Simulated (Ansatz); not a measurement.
## ZrC, pressure series

Base system: ZrC in the rock salt structure (space group Fm-3m, No. 225; a = 4.6689 Å).

Cell and atoms are relaxed at each pressure.

Method: PBEsol in Ansatz (plane waves to 420 eV, PAW, without spin-orbit coupling).

```csv
P (GPa),V (Å³/atom)
-2.00,12.832
-1.00,12.777
0.89,12.675
2.08,12.612
4.48,12.491
9.00,12.278
15.00,12.021
22.50,11.732
30.00,11.473
```

A third-order Birch–Murnaghan fit to these points gives V₀ = 12.72 Å³/atom, B₀ = 236 GPa and B₀′ = 4.0. At pressure 30 GPa the volume is 90.2 % of V₀.

Measured bulk modulus of ZrC: 223.1 GPa (temperature not stated; as listed in arXiv:1102.4063); the computed value is for a static lattice, so the two differ by thermal effects too.

Load acts through the strain it causes; cell and atoms are relaxed under it. Whether these cells are dynamically stable was not tested. Competing high-pressure phases were not computed. The final runs are not spin-polarised.

Ansatz is a program for electronic structure.
